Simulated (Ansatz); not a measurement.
Band structure of PbS (Fm-3m, 2 atoms in the cell).

```xyz
2
Lattice="0.0000 2.9739 2.9739 2.9739 0.0000 2.9739 2.9739 2.9739 0.0000" Properties=species:S:1:pos:R:3 pbc="T T T"
Pb     0.0000     0.0000     0.0000
S      2.9739     2.9739     2.9739
```

Method: PBE, PAW files (plane waves; Ansatz, a first-principles code).

Settings: basis.ecutwfc = 420 eV; kpoints.mp_grid.grid = 8 8 8; hamiltonian.xc = pbe; hamiltonian.pseudopotentials = {kind: paw} (the program's default PAW files); scf.occupations.method = gaussian; scf.occupations.width = 0.02 eV; kpoints.band_path.npoints = 6.

The starting cell has typed, rounded lattice constants, without a prior relaxation at this level. Its lattice was rescaled by a random factor within 2.5 % of one. Spin-orbit coupling is off.

**Question.** Predict the gap along the standard path and the places of the band edges.

**Answer.** The gap along the path is 0.40 eV, direct at L to within 0.01 eV.

Levels in eV from the top of the valence band on the path, bands 7 to 13:
```csv
point,7,8,9,10,11,12,13
Γ,-6.04,-2.12,-2.12,-2.12,5.20,5.20,5.20
X,-7.18,-5.12,-3.38,-3.38,3.90,5.56,5.67
W,-7.91,-4.35,-4.35,-1.00,2.21,4.67,4.67
K,-7.94,-4.70,-2.88,-2.44,3.34,4.13,5.05
L,-8.79,-1.74,-1.74,0.00,0.40,1.99,1.99
U,-7.94,-4.70,-2.88,-2.44,3.34,4.13,5.05
```

Keys are those of Ansatz 0.2.
